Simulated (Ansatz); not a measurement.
System: cubic perovskite CsCaF3. Method: r²SCAN+rVV10 (plane waves, PAW; Ansatz, a quantum-chemistry and plane-wave program).

Settings: plane-wave cutoff 560 eV, 8×8×8 k mesh, Fermi–Dirac smearing 0.01 eV, scalar-relativistic PAW data made under PBE.

Response to compression and expansion:

| V (Å³/atom) | P (GPa) | direct gap at Γ (eV) |
|---|---|---|
| 17.017 | 4.16 | 8.499 |
| 17.380 | 2.61 | 8.355 |
| 17.742 | 1.23 | 8.217 |
| 18.104 | 0.00 | 8.085 |
| 18.466 | -1.10 | 7.958 |
| 18.828 | -2.08 | 7.835 |
| 19.190 | -2.95 | 7.718 |

A straight line through the gaps at Γ against ln V gives a volume deformation potential dE_g(Γ)/d ln V of -6.5 eV: the gap at Γ widens under compression.

Note: the relaxation could not lower the start's symmetry, so the cell can be a saddle point above a distorted one.

Spin–orbit coupling is not included.
